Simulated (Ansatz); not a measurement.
# Sr3AsN: N → Bi

The parent structure is Sr₃AsN in the anti-perovskite structure (space group Pm-3m, No. 221; a = 5.041 Å; a cell from a computed database, its experimental status unchecked).

It is then changed as follows: Bi takes the place of N on all its sites; the structure is relaxed again.

The values are results of Ansatz (an electronic-structure program), PBEsol, PAW, cutoff 420 eV, no spin-orbit coupling, not measurements. Γ-centred 8×8×8 mesh, Fermi–Dirac width 0.05 eV, for the changed cell.

The volume per atom rises by 19.74 Å³ (25.62 Å³ → 45.36 Å³) and the density decreases by 0.56 g/cm³ (4.56 g/cm³ → 4.00 g/cm³). The lattice parameter a goes up by 1.057 Å, from 5.041 Å to 6.098 Å and the space group remains Pm-3m (No. 221). The shortest interatomic distance grows by 0.5286 Å to 3.049 Å and the band gap changes from 0.38 eV to zero.

Final structure:

```
CELL_PARAMETERS angstrom
      6.09845     0.00000     0.00000
      0.00000     6.09845     0.00000
      0.00000     0.00000     6.09845
ATOMIC_POSITIONS crystal
  Sr 0.00000 0.50000 0.50000
  Sr 0.50000 0.00000 0.50000
  Sr 0.50000 0.50000 0.00000
  As 0.00000 0.00000 0.00000
  Bi 0.50000 0.50000 0.50000
```

With Bi present, leaving out spin-orbit coupling can change the band edges. Stability against distortions was not tested. For Sr3BiAs in this form, whether it has been made was not checked. All final runs are without spin polarisation. The zero or small gap of Sr3BiAs can change with the level of theory.
